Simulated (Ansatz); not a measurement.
Ansatz (a quantum-chemistry and plane-wave program) run on P (R-3m, 2 atoms in the cell): relaxation of cell and atoms.

Method of the run: PBEsol, default PAW files made with PBE (plane waves; Ansatz).

The change in words: atoms on their sites; basis.ecutwfc: 420 eV → 295 eV; relax: default → cell and atoms. Reference geometry:
```
CELL_PARAMETERS angstrom
      1.73090     0.99934     3.13907
     -1.73090     0.99934     3.13907
      0.00000    -1.99867     3.13907
ATOMIC_POSITIONS crystal
  P  0.23239 0.23239 0.23239
  P  0.77292 0.77292 0.77292
```

Reference input (self-consistent single point, DFT, PBEsol, plane waves, default PAW files made with PBE): basis.ecutwfc = 420 eV; kpoints.mp_grid.grid = 11 11 11; hamiltonian.xc = pbesol; hamiltonian.pseudopotentials = {kind: paw} (the program's default PAW files); scf.occupations.method = gaussian; scf.occupations.width = 0.1 eV. This run's input differs from it in these lines:

Ansatz 0.2 input:
```diff
@@ -7,6 +7,6 @@
   atoms:
-    - { symbol: P, position: [0.232389, 0.232389, 0.232389] }
+    - { symbol: P, position: [0.227080, 0.227080, 0.227080] }
     - { symbol: P, position: [0.772920, 0.772920, 0.772920] }
 basis:
-  ecutwfc: 420.0
+  ecutwfc: 295.0
 kpoints:
@@ -22,2 +22,4 @@
     width: 0.1
+relax:
+  cell: {}
 output:
```

The program printed (abridged):

```
   [... SCF lines of the steps left out ...]
relax step   1: F+E_penalty+E_count = -1480.00569267 eV  Δ(F+E_penalty+E_count) = +0.000e0 eV  max|allowed force component| = 2.669e-1 eV/Å  Δτ_max = 0.0000 Å  P = -2.560 GPa  Ω = 32.579 Å³  (6 SCF iters, dr2 threshold 1.00e-7 eV, accepted)
relax step   2: F+E_penalty+E_count = -1480.06090307 eV  Δ(F+E_penalty+E_count) = -5.521e-2 eV  max|allowed force component| = 1.670e-1 eV/Å  Δτ_max = 0.0283 Å  P = +0.059 GPa  Ω = 31.143 Å³  energy of the carried Pulay correction = +2.961e-2 eV  (6 [...]
   [... lines left out ...]
relax step  13: F+E_penalty+E_count = -1480.04781937 eV  Δ(F+E_penalty+E_count) = -2.064e-4 eV  max|allowed force component| = 1.900e-5 eV/Å  Δτ_max = 0.0000 Å  P = -0.002 GPa  Ω = 30.133 Å³  energy of the carried Pulay correction = +2.025e-4 eV  (7 [...]
relax step  14: F+E_penalty+E_count = -1480.04772867 eV  Δ(F+E_penalty+E_count) = +9.070e-5 eV  max|allowed force component| = 2.530e-4 eV/Å  Δτ_max = 0.0000 Å  P = -0.003 GPa  Ω = 30.133 Å³  stress off target by 1.53e-2 GPa  SCF on the basis [...]
basis re-selected at this cell: Δ(F+E_penalty+E_count) = +9.070e-5 eV, ΔP = -0.001 GPa vs the last step
the relaxation is at rest under the 12 symmetry operations that the run kept from its start: a minimum is not shown …
Stability not checked: this state was not tested for a lower state beside it, because too few of the mixer's solves of this state at the end of the SCF gave a …
Free energy (F): -1480.047729 eV
Internal energy: -1480.045573 eV  (E = F + TS)
   [... lines left out ...]
Fermi energy:    10.937719 eV
   [... lines left out ...]
  cell:  # Å, volume = 30.1329 Å³
    - [1.7217132522472154, 0.9940316096522757, 2.934459710080785]
    - [-1.7217132522472154, 0.9940316096522757, 2.934459710080785]
    - [4.864441533121119e-33, -1.9880632193045513, 2.934459710080785]
  atoms:
    - { symbol: P, position: [0.23351076800194898, 0.23351076800194898, 0.23351076800194898] }
    - { symbol: P, position: [0.7664892319980507, 0.7664892319980507, 0.7664892319980507] }
```

The run converged.  The full log also holds: “iter 4 did not close the SCF: its close was put off for the readings that it lacked (scf_convergence_deferred on its scf_iter line)”. The full log also holds: “iter 4 did not close the SCF: its close was put off for the readings that it lacked (scf_convergence_deferred on its scf_iter line)”.

Summary of the result:
```
Item                                                                               Value
-----------------------------------------------  ---------------------------------------
Free energy E − TS (on the zero of these files)                            -1480.0477 eV
Fermi level (on the code's own zero)                                            10.94 eV
Pressure                                                                        0.00 GPa
Final cell                                       a = b = c = 3.544 Å, α = β = γ = 58.12°
Final volume per atom                                                           15.07 Å³
Relaxation steps                                                                      14
```

The starting cell comes from a database of computed structures (which also holds hypothetical and non-ambient phases and stackings), without a prior relaxation at this level. Its lattice was rescaled by up to half a per cent. The relaxation keeps the symmetry of its start, so its end need not be a minimum. Ansatz's pressure includes its estimate of the finite-basis (Pulay) stress. Without the estimate this run gives -3.51 GPa. The cutoff lies below the one recommended for these files.
